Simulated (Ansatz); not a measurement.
Band structure of a sheet of PtSe₂ (3 atoms in the cell).

```yaml
crystal:
  lattice:
    - [3.60789, 0.00000, 0.00000]
    - [-1.80394, 3.12452, 0.00000]
    - [0.00000, 0.00000, 16.98204]
  atoms:
    - { symbol: Pt, position: [0.00000, 0.00000, 0.50000] }
    - { symbol: Se, position: [0.33333, 0.66667, 0.58780] }
    - { symbol: Se, position: [0.66667, 0.33333, 0.41220] }
```

Computed with PBE, PAW files (plane waves; Ansatz, a first-principles code).

Settings: basis.ecutwfc = 420 eV; kpoints.mp_grid.grid = 7 7 1; hamiltonian.xc = pbe; hamiltonian.pseudopotentials = {kind: paw} (the program's default PAW files); scf.occupations.method = gaussian; scf.occupations.width = 0.1 eV; kpoints.band_path.path = [[0.0, 0.0, 0.0], [0.5, 0.0, 0.0], [0.33333333, 0.33333333, 0.0], [0.0, 0.0, 0.0]]; kpoints.band_path.npoints = 8.

The starting cell was generated: these elements placed on a structure prototype, without a prior relaxation; it need not be a known phase or ordering of this composition. Its lattice was rescaled in the plane by a random factor within 2.5 % of one. Spin-orbit coupling is off.

Question: Predict the gap along the standard path and the places of the band edges.

Answer: The gap along the path is 0.81 eV, from a point between Γ and M to a point between K and Γ; the smallest direct gap on it is 1.11 eV.

Levels in eV from the top of the valence band on the path, bands 22 to 29:
| point | 22 | 23 | 24 | 25 | 26 | 27 | 28 | 29 |
|---|---|---|---|---|---|---|---|---|
| Γ | -2.01 | -1.43 | 0.00 | 0.00 | 2.42 | 2.42 | 3.98 | 4.95 |
| M | -2.23 | -2.06 | -1.82 | -1.57 | 1.95 | 2.08 | 3.96 | 5.66 |
| K | -2.87 | -2.43 | -1.17 | -1.17 | 1.25 | 1.25 | 5.01 | 7.38 |

Keys are those of Ansatz 0.2.
